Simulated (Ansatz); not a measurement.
A periodic model of amorphous In₁₂Sn₄Zn₁₀O₃₆:

```xyz
62
Lattice="9.4273 0.2874 0.0550 0.2874 9.2051 0.2080 0.0550 0.2080 9.1739" Properties=species:S:1:pos:R:3 pbc="T T T"
In     2.5966     3.8490     5.2919
In     0.9114     4.4486     2.5765
In     8.7498     3.4634     6.2903
In     7.7217     0.4451     7.4730
In     4.5538     1.4932     4.8151
In     7.5331     3.9906     0.4390
In     4.2334     1.1887     8.4034
In     6.4131     0.6341     1.6573
In     4.7639     3.9229     2.0041
In     2.0675     4.1301     8.5878
In     7.7739     8.8825     4.6385
In     0.9323     1.0194     4.4102
Sn     0.3164     1.4852     0.5310
Sn     3.2994     9.2318     2.1291
Sn     6.6796     6.3597     6.3055
Sn     0.7459     6.5982     5.6569
Zn     3.1775     6.3244     1.1282
Zn     3.6877     7.1669     4.3445
Zn     5.4095     3.7433     7.3318
Zn     9.3926     6.7824     9.0184
Zn     6.1501     7.1857     9.2834
Zn     0.3680     7.7031     2.3499
Zn     7.6459     2.9255     3.4686
Zn     1.7962     8.3583     8.3063
Zn     6.5270     6.3171     3.0253
Zn     3.5073     6.3793     7.2301
O      0.3646     8.7055     0.5589
O      0.8327     4.5942     6.6998
O      7.4091     8.0803     2.7346
O      5.2640     1.7986     6.7719
O      5.2719     6.4689     7.7089
O      4.1535     9.0718     3.9404
O      6.8662     4.4134     2.4921
O      6.5152     9.1644     9.1290
O      0.2497     3.5511     0.6702
O      2.5154     7.4447     2.5822
O      8.4377     2.4026     8.1669
O      2.0738     6.3157     8.7002
O      2.1313     2.0101     8.6213
O      9.4799     3.3799     4.1136
O      3.4674     8.7054     9.2928
O      9.5744     8.0637     7.3788
O      1.8169     5.4699     4.2396
O      3.5682     4.3525     7.0704
O      8.0020     1.9885     1.6639
O      1.4382     1.2202     2.3067
O      5.4374     6.3936     4.6744
O      2.7624     4.3158     1.4542
O      8.3171     6.4833     5.0800
O      6.8681     4.3124     6.2053
O      0.4545     8.2837     4.2541
O      2.4509     1.7692     5.5533
O      4.4192     1.3569     1.3520
O      6.4136     1.4176     3.7516
O      2.5564     7.4736     6.0004
O      9.2978     6.2786     1.7642
O      4.1679     3.3763     3.9440
O      7.6968     6.0260     8.4768
O      5.6440     3.5227     9.2693
O      5.0728     6.1813     1.5698
O      8.5532     1.3826     5.6633
O      6.7897     8.4501     6.3835
```

Method: PBE, scalar-relativistic without spin-orbit coupling (plane waves to 420 eV, PAW; Ansatz, an electronic-structure program).

A CHGNet melt-quench gave the starting glass, which DFT then relaxed. O atoms were pushed apart under 1.9 Å during the dynamics, to hinder bonds among them. The hot cell started wider than the set density and was brought back towards it in steps. It is the lowest in DFT energy of 2 quenches. It is a model cell: composition and starting density were chosen by hand, and all elements were melted together. No dispersion term was used. Its density started from a set value of 6.44 and ended at 6.44 g/cm³. Cooling (nominally 880 K/ps over its main leg) ran many orders faster than in experiment, which tends to leave more defects and strain. Values belong to this one cell and scatter from quench to quench. The volume was held where the preparation left it and the shape relaxed, at a PBE pressure of 5.1 GPa. Stress components on the final sampling reach 5.2 GPa.

Cut-offs for bonds: In-In 3.12 Å, In-Sn 3.09 Å, In-Zn 2.90 Å, In-O 2.58 Å, Sn-Sn 3.06 Å, Sn-Zn 2.87 Å, Sn-O 2.46 Å, Zn-Zn 2.68 Å, Zn-O 2.28 Å, O-O 1.58 Å. Two cations that share two anions don't count as bonded, nor two that share one unless they lie closer than In-In 3.04 Å, In-Sn 3.01 Å, In-Zn 2.82 Å, Sn-Sn 2.97 Å, Sn-Zn 2.79 Å, Zn-Zn 2.61 Å.

Give the coordination numbers, mean bond lengths and angles.


The mean coordination of In by anions is 5.25 (9 with 5, 3 with 6) and the mean coordination of Sn by anions is 5.75 (1 with 5, 3 with 6). The mean coordination of Zn by anions comes out as 4.00 (10 with 4) and the mean coordination of O comes out as 3.50 (19 with 3, 16 with 4, 1 with 5). The mean In-O bond comes out as 2.179 Å (spread 0.101 Å, 63 counted) and the mean Zn-O bond comes out as 2.003 Å (spread 0.071 Å, 40 counted). The mean Sn-O bond comes out as 2.090 Å (spread 0.098 Å, 23 counted). The bond angle at In is mean 105.0°, spread 27.6° and the bond angle at Sn is mean 105.8°, spread 30.6°. The bond angle at Zn is mean 107.8°, spread 18.9° and the bond angle at O comes out as mean 109.8°, spread 15.5°.

List the pairs of like atoms that count as bonded by the rules above.

There are none by these rules.
